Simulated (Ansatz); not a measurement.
Take MoSi2 (space group I4/mmm, No. 139) as the base.

MoSi₂ is modelled in the tetragonal space group I4/mmm (No. 139), Pearson symbol tI6. Cell: a = 3.202 Å, b = 3.202 Å, c = 7.819 Å, α = 90.00°, β = 90.00°, γ = 90.00°. Mo on 2a is surrounded by 10 Si at 2.605–2.622 Å and 4 Mo at 3.202 Å. Si on 4e is coordinated by 5 Si at 2.576–2.628 Å and 5 Mo at 2.605–2.622 Å. (Neighbours: up to the widest gap in distance over summed covalent radii, below 1.35, at either atom; cation-cation and far metal-metal contacts left out.)
(The calculation used a cell of 3 atoms; values per cell refer to that cell.)

All numbers come from r2SCAN (Ansatz, a program for electronic structure, PAW, spin-orbit coupling left out), earlier PAW set.

Base values:

```
Item               Result
---------------  --------
Volume per atom  13.36 Å³
```

It is then changed as follows: every Mo is replaced by Ru; the structure is relaxed again.

What happens to the volume per atom?

The volume per atom falls by 0.336 Å³ to 13.03 Å³.

Whether these cells are dynamically stable was not tested. As relaxed here, RuSi2 is a hypothetical phase, not in the database extracts checked. The final runs are not spin-polarised.
